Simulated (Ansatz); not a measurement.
Consider Ba in the bcc (W type) structure (space group Im-3m, No. 229; relaxed with 0.1 eV smearing).

```xyz
1
Lattice="-2.4409 2.4409 2.4409 2.4409 -2.4409 2.4409 2.4409 2.4409 -2.4409" Properties=species:S:1:pos:R:3 pbc="T T T"
Ba     0.0000     0.0000     0.0000
```

Cartesian axes are those of the cell as printed.

All numbers come from PBEsol (Ansatz, a program for electronic structure; PAW; 420 eV plane waves; no spin-orbit coupling).

Before the change:

- Volume per atom: 58.17 Å³
- Pressure: 0.0 GPa

Now apply this change: biaxial strain +3.00 %, plane normal [001], relaxed out of plane (Cartesian); in-plane vectors clamped, the third vector and the atoms free.

Question: How does this affect the energy relative to the base, volume per atom and pressure?

Answer: The energy grows by 3.7 meV/atom; the volume per atom grows by 1.67 Å³, from 58.17 Å³ to 59.84 Å³; the pressure (mean of the normal stresses, compression positive) goes from zero to -0.2 GPa.

Whether these cells are dynamically stable was not tested.
